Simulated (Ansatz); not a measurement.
Results of r²SCAN (plane waves, PAW; Ansatz, a quantum-chemistry and plane-wave program) for TiO2 (C2/m, No. 12, 12 atoms in the cell; start mp-554278; a measured phase of this formula has another space group).

Run with plane-wave cutoff 560 eV, 10×10×6 k mesh (along the axes of the cell as run), Fermi–Dirac smearing 0.01 eV, no spin polarisation, scalar-relativistic PAW data made under PBE.

Cell (relaxed with PBEsol):

```
TiO2
1.0
    6.07994    -1.86512     0.00030
    6.07994     1.86512     0.00030
   -1.90495     0.00000     6.24827
Ti O
4 8
Direct
  0.80490   0.80490   0.71630
  0.19510   0.19510   0.28370
  0.10091   0.10091   0.70851
  0.89909   0.89909   0.29149
  0.05829   0.05829   0.36988
  0.94171   0.94171   0.63012
  0.63821   0.63821   0.70511
  0.36179   0.36179   0.29489
  0.13381   0.13381   0.00348
  0.86619   0.86619   0.99652
  0.73623   0.73623   0.34825
  0.26377   0.26377   0.65175
```

Task: Estimate the band gap and smallest direct gap on the k points sampled that the calculation returns.

Result: 
- band gap = 3.22 eV (indirect)
- smallest direct gap on the k points sampled = 3.43 eV

Note: cell and atoms aren't relaxed at this level (largest force component 0.11 eV/Å, pressure 1.4 GPa).

Computed values are for the static lattice.

It cost very roughly 5 core-minutes of CPU time.

A start named mp-… is a Materials Project structure, which need not be a measured phase.
